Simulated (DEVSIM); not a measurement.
Device: TaN/TiO2/n-InP capacitor, at 300 K.

```tsv
layer (left to right)	material	thickness (nm)	Nd (cm⁻³)
1	TiO2	26.0	-
2	InP	7500	6.9e15
```

Metal gate on the left, work function 4.4 eV. Fixed charge at the semiconductor interface -2.6e10 cm⁻² (in units of +e); no interface traps.

The device is made up for the run: typed textbook-type constants, with dimensions and the other settings drawn at random. Values at 300 K.

```
parameter      TiO2     InP
-------------  ----  ------
gap (eV)        3.2   1.344
affinity (eV)   3.9    4.38
permittivity     60    12.5
Nc (cm⁻³)         -  5.7e17
Nv (cm⁻³)         -  1.1e19
```

Model (solved in DEVSIM): 1D Poisson equation in equilibrium, Boltzmann statistics, complete ionisation; no quantum confinement or tunnelling. Metal contacts follow the ideal Schottky-Mott rule: no Fermi-level pinning, no interface dipoles.

Q: Give the band bending (positive: bands bend down) and minority sheet density.

A: 
| Vg (V) | ψs (V) | minority carriers (cm⁻²) |
|---|---|---|
| -1.4 | -1.206 | 9.7e11 |
| -1.1 | -0.984 | 4.9e8 |
| -0.8 | -0.688 | < 1e8 |
| -0.5 | -0.393 | < 1e8 |
| -0.2 | -0.101 | < 1e8 |
